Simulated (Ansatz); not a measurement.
We consider LaTiO₂N (P1, No. 1, 20 atoms in the cell; start mp-754453), described by r²SCAN+rVV10 (PAW; Ansatz, a quantum-chemistry and plane-wave program).

Run with plane-wave cutoff 560 eV, 6×6×4 k mesh (along the axes of the cell as run), Fermi–Dirac smearing 0.01 eV, no spin polarisation, scalar-relativistic PAW data made under PBE.

Cell (relaxed at this level):

```cif
data_La4N4O8Ti4
_chemical_formula_sum 'La4 Ti4 N4 O8'
_space_group_name_H-M_alt 'P1'
_space_group_IT_number 1
_space_group_name_Hall 'P 1'
_cell_length_a 5.57803
_cell_length_b 5.58862
_cell_length_c 7.82917
_cell_angle_alpha 89.883
_cell_angle_beta 89.896
_cell_angle_gamma 88.815
loop_
_atom_site_label
_atom_site_type_symbol
_atom_site_symmetry_multiplicity
_atom_site_Wyckoff_symbol
_atom_site_fract_x
_atom_site_fract_y
_atom_site_fract_z
_atom_site_occupancy
La1 La 1 a 0.99472 0.49853 0.77018 1
La2 La 1 a 0.99341 0.50148 0.24038 1
La3 La 1 a 0.50058 0.00477 0.24190 1
La4 La 1 a 0.49864 0.00591 0.76742 1
Ti1 Ti 1 a 0.48997 0.51075 0.00322 1
Ti2 Ti 1 a 0.49547 0.50626 0.51336 1
Ti3 Ti 1 a 0.00773 0.99287 0.00642 1
Ti4 Ti 1 a 0.99930 0.00190 0.50135 1
N1 N 1 a 0.24153 0.25469 0.99221 1
N2 N 1 a 0.46188 0.54843 0.74159 1
N3 N 1 a 0.75921 0.74271 0.00350 1
N4 N 1 a 0.25540 0.75703 0.04881 1
O1 O 1 a 0.25960 0.23486 0.49855 1
O2 O 1 a 0.74547 0.23910 0.95108 1
O3 O 1 a 0.76423 0.25508 0.54574 1
O4 O 1 a 0.55185 0.43852 0.25062 1
O5 O 1 a 0.24038 0.74312 0.44436 1
O6 O 1 a 0.74350 0.76222 0.48539 1
O7 O 1 a 0.04263 0.94576 0.73987 1
O8 O 1 a 0.95454 0.05613 0.25408 1
```

Problem. Estimate the band gap and Γ–Γ gap that the calculation returns.

Solution. 
- band gap = 0.63 eV
- Γ–Γ gap = 0.65 eV

Spin–orbit coupling is not included.

Cost on a shared machine: around 9 core-minutes (rough).

A start named mp-… is a Materials Project structure, which need not be a measured phase.
